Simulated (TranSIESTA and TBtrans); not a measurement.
Device: Pb chain with one S atom inserted. Leads: straight Pb chain, spacing 2.708 Å. Geometry: 3 atoms about the centre moved by SIESTA (PBE, DZP) to a largest force of 0.01 eV/Å, all others as built, motion along the axis alone. Transport runs along z; the first 4 and the last 4 of the 15 atoms are the lead cells, repeated to infinity.

```xyz
15
Lattice="9.000 0.000 0.000 0.000 9.000 0.000 0.000 0.000 40.154" Properties=species:S:1:pos:R:3 pbc="F F T"
Pb     4.500     4.500     0.000
Pb     4.500     4.500     2.708
Pb     4.500     4.500     5.416
Pb     4.500     4.500     8.124
Pb     4.500     4.500    10.832
Pb     4.500     4.500    13.540
Pb     4.500     4.500    16.310
S      4.500     4.500    18.723
Pb     4.500     4.500    21.136
Pb     4.500     4.500    23.906
Pb     4.500     4.500    26.614
Pb     4.500     4.500    29.322
Pb     4.500     4.500    32.030
Pb     4.500     4.500    34.738
Pb     4.500     4.500    37.446
```

Run with TranSIESTA and TBtrans (open boundaries, self-consistent; PseudoDojo norm-conserving potentials, scalar-relativistic): PAO.BasisSize DZP, PAO.EnergyShift 0.15 eV, XC.Authors PBE, Mesh.Cutoff 200 Ry, ElectronicTemperature 300 K, TS.Voltage 0.0 eV, TBT.Elecs.Eta 0.001 eV, no spin polarisation.

Energies count from the leads' Fermi level. Transmissions are for one spin of a degenerate pair. The energy step is 0.01 eV; narrower resonances are cut or missed.

| E (eV) | T |
|---|---|
| -0.20 | 1.98 |
| -0.15 | 2.03 |
| -0.10 | 2.07 |
| -0.05 | 2.11 |
| 0.00 | 2.14 |
| 0.05 | 2.16 |
| 0.10 | 2.18 |
| 0.15 | 2.19 |
| 0.20 | 2.20 |

**Question.** Give the zero-bias conductance in μS and the resistance at 300 K.

**Answer.** At the Fermi level T = 2.14. Averaged with −∂f/∂E over the full grid (kT = 25.9 meV) it is 2.14. With G0 = 2e²/h = 77.48 μS, G = 166 μS and R = 1/G = 6.02 kΩ.

**Question.** The eigenchannels at the Fermi level transmit 0.721, 0.710, 0.710. What Fano factor of the shot noise follows at low temperature and bias?

**Answer.** F = Σ τ(1 − τ)/Σ τ = 0.613/2.14 = 0.29.

The straight chain is held at its spacing; free chains may zigzag or dimerise. No spin-polarised start was tried, so a magnetic state, if there is one, is missed. Spin-orbit coupling, left out here, matters for the heavy atoms.
